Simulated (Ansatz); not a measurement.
# Fermi-surface data of PdSb2 (Pa-3)

```
PdSb2
1.0
    6.46640     0.00000     0.00000
    0.00000     6.46640     0.00000
    0.00000     0.00000     6.46640
Sb Pd
8 4
Direct
  0.37263   0.37263   0.37263
  0.62737   0.62737   0.62737
  0.12737   0.62737   0.87263
  0.87263   0.37263   0.12737
  0.87263   0.12737   0.62737
  0.12737   0.87263   0.37263
  0.62737   0.87263   0.12737
  0.37263   0.12737   0.87263
  0.00000   0.00000   0.00000
  0.50000   0.00000   0.50000
  0.50000   0.50000   0.00000
  0.00000   0.50000   0.50000
```

All values below come from PBEsol, rigid bands (plane waves, PAW, scalar-relativistic; Ansatz, an electronic-structure program). How the cell was made: cell and atoms relaxed with PBEsol.

```yaml
density of states at the Fermi level: 3.69 states/(eV·cell), both spins
bare Sommerfeld coefficient: 0.72 mJ/(mol of atoms·K²)
drude_plasma_energy: 3.1 eV
root-mean-square Fermi velocity: 5.1e5 m/s
resistivity times τ: 52 ×10⁻²² Ω·m·s
```

A metal at this level (no band gap); rigid bands, thermally averaged at 300 K, both spins. Spin-orbit coupling is left out. τ is one relaxation time for all states.

Formula and space group known from diffraction (Crystallography Open Database), not checked to be the room-temperature form: PdSb2 (Pa-3).
